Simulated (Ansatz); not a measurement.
Base system: Al2O3 in the corundum structure (space group R-3c, No. 167; a = 4.8080 Å, c = 13.1216 Å (hexagonal axes)).

Level of theory: PBE (Ansatz, an electronic-structure program; PAW; 420 eV plane waves; scalar-relativistic without spin-orbit coupling), earlier PAW set.

Base values:

```
Item                     Result
-------------------  ----------
Lattice parameter a  9.086 bohr
```

Modification: a hydrostatic pressure of 9 GPa.

### Question
How does this affect the lattice parameter a and mean gap deformation potential ΔEg/Δln V?

### Answer
The lattice parameter a shrinks by 0.1054 bohr, from 9.086 bohr to 8.980 bohr; the mean gap deformation potential ΔEg/Δln V comes out as -12.1 eV.

Load acts through the strain it causes; cell and atoms are relaxed under it. No phonon test of stability was made. Competing high-pressure phases were not computed.
